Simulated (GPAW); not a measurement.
Energy against c/a at fixed volume: hcp Zn (space group 194) (GPAW, PBE)

```yaml
crystal:
  lattice:
    - [2.69202, 0.00000, 0.00000]
    - [-1.34601, 2.33136, 0.00000]
    - [0.00000, 0.00000, 4.80921]
  atoms:
    - { symbol: Zn, position: [0.66667, 0.33333, 0.75000] }
    - { symbol: Zn, position: [0.33333, 0.66667, 0.25000] }
```

Method: PBE, GPAW PAW datasets PBE (gpaw-data 1.0.1) (plane waves; GPAW). Settings: mode = pw; ecut = 780 eV; xc = PBE; kpts = 28 28 14; mesh shift (steps) = 0 0 0; occupations.name = fermi-dirac; occupations.width = 0.05 eV; nbands = -10; convergence.density = 1e-06 e/electron; convergence.energy = 1e-06 eV/electron; symmetry.symmorphic = false; symmetry.tolerance = 0.0005; maxiter = 100. The cell above is the first row's. The rows change c/a at fixed volume. In all rows fractional positions and the k mesh are held. E is the free energy at the stated smearing, counted from the lowest row.

```
c/a     E (meV/atom)
------  ------------
1.7865          2.62
1.8051          1.42
1.8237          0.61
1.8423          0.15
1.8609          0.00
1.8795          0.10
1.8981          0.42
1.9167          0.93
1.9353             ?
```

**Question.** Using a cubic, estimate the missing E at c/a = 1.9353 from the other rows, showing the fit.

**Answer.** With u = c/a - 1.85, the rows have u = -0.06350, -0.04490, -0.02630, -0.00770, 0.01090, 0.02950, 0.04810, 0.06670. Least squares gives E = 0.052 - 9.638·u + 414.95·u² - 1102.7·u³. Residuals (row less fit): 0.000, -0.001, -0.003, -0.001, 0.005, 0.000, -0.006, 0.002; standard error 0.004 (degrees of freedom: 4). The fitted curve has its minimum at c/a = 1.86, where E = -0.01. To one more digit the minimum is at c/a = 1.862; the ideal close-packed ratio is 1.633. At the withheld row, u = 0.08530, so E = 0.052 - 9.638 × 0.08530 + 414.95 × 0.08530² - 1102.7 × 0.08530³ = 1.565 meV/atom. The calculation gives 1.67 meV/atom, 0.105 meV/atom above the prediction (4.0 % of the range of E in the table). The row lies outside the fitted rows, so this is an extrapolation. From the scatter of the fitted rows alone, a prediction at this place has a standard error of 0.011 meV/atom, so the miss is 9.2 times that.

Carrying the step between the two nearest rows on in a straight line would have given 1.44, off by 0.23; series whose last step already gives the withheld value aren't shown. The reference cell has the volume at which an earlier scan in this program and functional put its minimum by a fit; axis ratios and inner coordinates come from a measured-size cell. The runs keep the symmetry of the cell, so they don't test it for distortions. The best c/a moves a little with volume. In metals such curves are sensitive to mesh and smearing. Cutoffs and mesh are single choices, not tested for convergence of this quantity. Series with a scatter that would blur these digits, or in which a gap closes, are not shown. Strain series were run only where this level's volume lies within 10 % of a first guess from the measured size.

Terms beyond the fitted order, or numerical noise in single rows, can give a miss of this size; the table doesn't tell which.
